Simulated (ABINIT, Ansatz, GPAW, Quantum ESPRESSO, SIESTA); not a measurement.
Lu (P6_3/mmc, 2 atoms in the cell) computed with different codes at matched settings

Self-consistent single point, at a second geometry (lattice scaled by 0.98). First geometry:

```
Lu
1.0
    1.75000    -3.03109     0.00000
    1.75000     3.03109     0.00000
    0.00000     0.00000     5.55000
Lu
2
Cartesian
  1.75000   1.01036   1.38750
  1.75000  -1.01036   4.16250
```

Shared settings, as Ansatz (a program for electronic structure) writes them: kpoints.mp_grid.grid = 10 10 6; scf.occupations.method = gaussian; scf.occupations.width = 0.0147 Ry. Potentials and cutoffs stand in the table.

```json
[
 {"code": "ABINIT", "model": "PBE, PAW (JTH v2.0 PBE PAW)", "ΔF from the first geometry (meV/atom)": "8.7", "pressure (GPa)": "2.02", "cutoff": "653 eV"},
 {"code": "SIESTA", "model": "GGA PBE, numerical atomic orbitals DZP, PseudoDojo PBE standard norm-conserving potentials (rewritten from UPF to PSML)", "ΔF from the first geometry (meV/atom)": "-12.1", "pressure (GPa)": "0.17", "cutoff": "grid 350 Ry"},
 {"code": "Ansatz", "model": "PBE, default PAW files", "ΔF from the first geometry (meV/atom)": "10.5", "pressure (GPa)": "2.48", "cutoff": "default"},
 {"code": "GPAW", "model": "PBE, GPAW PAW datasets PBE (gpaw-data 1.0.1)", "ΔF from the first geometry (meV/atom)": "12.2", "pressure (GPa)": "2.58", "cutoff": "800 eV"},
 {"code": "Quantum ESPRESSO", "model": "PBE, PSlibrary PAW (PBE) pseudopotentials", "ΔF from the first geometry (meV/atom)": "14.3", "pressure (GPa)": "2.82", "cutoff": "50 Ry"}
]
```

On Ansatz's run: spin-orbit coupling is off.

The spread over the programs that give each value: ΔF from the first geometry within 26.4 meV/atom; pressure within 2.65 GPa.

SIESTA uses small atom-centred bases, whose incompleteness enters pressures, forces and empty levels differently from a plane-wave cutoff. Ansatz's pressure is given at a fixed set of plane waves, as the other plane-wave codes print theirs; with its correction for the finite basis it is 2.53 GPa. In the pressure, SIESTA (by 2.36) lies more than 1 GPa from the median of the plane-wave programs.

The starting cell has typed, rounded lattice constants, without a prior relaxation at this level. For this run, on top of that: lattice scaled by 0.98.

Left out of this page: Elk and FLEUR (not drawn, or without a comparable value).

Keys are those of Ansatz 0.2.
